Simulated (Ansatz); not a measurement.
Consider PbTe in the zinc blende structure (space group F-43m, No. 216; a = 7.336 Å; a hypothetical phase, not in the database extracts checked).

Level of theory: PBE in Ansatz (plane waves to 420 eV, PAW, no spin-orbit coupling), earlier PAW set.

Base values:

- Band gap = 0.64 eV
- Density = 5.63 g/cm³

The change: cell and atoms relaxed at a pressure of 7 GPa.

Problem. How does this affect the band gap?

Solution. The band gap falls by 0.53 eV, from 0.64 eV to 0.11 eV.

Problem. What happens to the density?

Solution. The density grows by 1.194 g/cm³ (5.63 g/cm³ → 6.83 g/cm³).

Spin-orbit coupling, missing from the scalar runs, can matter with Pb and Te. Load acts through the strain it causes; cell and atoms are relaxed under it. Stability against distortions was not tested. Competing high-pressure phases were not computed. The zero or small gap of PbTe under pressure 7 GPa can change with the level of theory.

Ansatz is a quantum-chemistry and plane-wave program.
